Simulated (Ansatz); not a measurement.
Level of theory: PBE (plane waves to 420 eV, PAW; Ansatz, an electronic-structure program).

Planar average of the electrostatic potential across the slab, in eV from the Fermi level, for a constructed model of the (111) surface of fcc Rh, (√3x√3)R30° layer of Pb, one a cell, on the site that continues the host's stacking (bottom of the slab: a bare face, its two planes held):

(z (Å), V (eV)): (3.89, 5.15); (4.17, 5.15); (4.44, 5.15); (4.72, 5.15); (5.00, 5.14); (5.28, 5.13); (5.56, 5.10); (5.83, 5.03); (6.11, 4.91); (6.39, 4.64); (6.67, 4.08); (6.94, 2.90); (7.22, 0.29); (7.50, -6.79); (7.78, -17.28); (8.06, -24.60); (8.33, -24.53); (8.61, -17.16); (8.89, -6.86); (9.17, -0.83); (9.44, -1.13); (9.72, -7.77); (10.00, -18.13); (10.28, -25.05); (10.56, -24.67); (10.83, -17.17); (11.11, -6.91); (11.39, -1.13); (11.67, -1.74); (11.94, -8.89); (12.22, -19.13); (12.50, -25.37); (12.78, -24.12); (13.06, -16.01); (13.33, -5.87); (13.61, -0.74); (13.89, -1.58); (14.17, -8.83); (14.44, -19.11); (14.72, -25.36); (15.00, -24.10); (15.28, -15.99); (15.56, -5.87); (15.83, -0.81); (16.11, -1.86); (16.39, -9.42); (16.67, -19.62); (16.94, -25.51); (17.22, -23.81); (17.50, -15.42); (17.78, -5.40); (18.06, -0.66); (18.33, -1.99); (18.61, -9.88); (18.89, -20.01); (19.17, -25.47); (19.44, -23.19); (19.72, -14.38); (20.00, -4.38); (20.28, 0.43); (20.56, 0.69); (20.83, -1.70); (21.11, -3.73); (21.39, -4.54); (21.67, -4.58); (21.94, -3.67); (22.22, -1.25); (22.50, 1.54); (22.78, 2.76); (23.06, 3.34); (23.33, 3.63); (23.61, 3.78); (23.89, 3.85); (24.17, 3.89); (24.44, 3.91); (24.72, 3.92); (25.00, 3.93); (25.28, 3.93); (25.56, 3.93); (25.83, 3.93)

Slab: 19 atoms, 13.6 Å thick at the start with caps and adatoms (thin: gaps and levels are the slab's own); k 9x9x1, smearing 0.1 eV, dipole-corrected; 6 atoms held, the rest relaxed; symmetry of the start imposed; no spin, no spin-orbit, no U. It is one candidate, not shown to be the stable structure of the face.

Task: The surface cell has an area of 19.06 Å². What dipole along the normal does the step between the two vacuum levels imply?

Result: the top vacuum level lies 1.22 eV below the bottom one; p = −ε₀ A ΔV (ε₀ = 0.005526 e/(V·Å)) gives 0.13 e·Å a cell.
